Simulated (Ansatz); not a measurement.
The starting structures come from a database of crystals and need not be the phases stable at ambient conditions.

Tunnelling through a barrier is set by its complex band structure: the current falls as exp(−2κd) with the smallest κ.

Here is the system:

```yaml
crystal:
  lattice:
    - [7.36993, 0.00000, 0.00000]
    - [0.00000, 11.05896, 0.00000]
    - [3.68497, 5.52948, 3.68497]
  atoms:
    - { symbol: K, position: [0.14115, 0.32058, 0.35885] }
    - { symbol: K, position: [0.85885, 0.67942, 0.64115] }
    - { symbol: K, position: [0.50000, 0.17942, 0.64115] }
    - { symbol: K, position: [0.50000, 0.82058, 0.35885] }
    - { symbol: K, position: [0.00000, 0.75000, 0.00000] }
    - { symbol: K, position: [0.00000, 0.25000, 0.00000] }
    - { symbol: Zn, position: [0.50000, 0.25000, 0.00000] }
    - { symbol: Zn, position: [0.50000, 0.75000, 0.00000] }
    - { symbol: H, position: [0.24524, 0.03389, 0.25476] }
    - { symbol: H, position: [0.75476, 0.96611, 0.74524] }
    - { symbol: H, position: [0.50000, 0.78865, 0.74524] }
    - { symbol: H, position: [0.50000, 0.21135, 0.25476] }
    - { symbol: H, position: [0.75476, 0.28865, 0.74524] }
    - { symbol: H, position: [0.24524, 0.71135, 0.25476] }
    - { symbol: H, position: [0.50000, 0.53389, 0.25476] }
    - { symbol: H, position: [0.50000, 0.46611, 0.74524] }
    - { symbol: H, position: [0.00000, 0.50000, 0.00000] }
    - { symbol: H, position: [0.00000, 0.00000, 0.00000] }
```

Space group of this cell: I4/mcm. The cell was relaxed by PBE-D3(BJ).

Transport runs along the normal of the first two printed cell vectors, the (100) plane of the conventional cell.

No gap correction and no spin-orbit coupling; mid-gap values are interpolated between computed energies.

Question: Give the band gap and the smallest decay constant κ at mid-gap that r2SCAN (Ansatz, a first-principles code) yields.

Answer: Gap 4.15 eV on a 8×8×8 mesh; κ = 0.402 1/Å, at the zone centre.
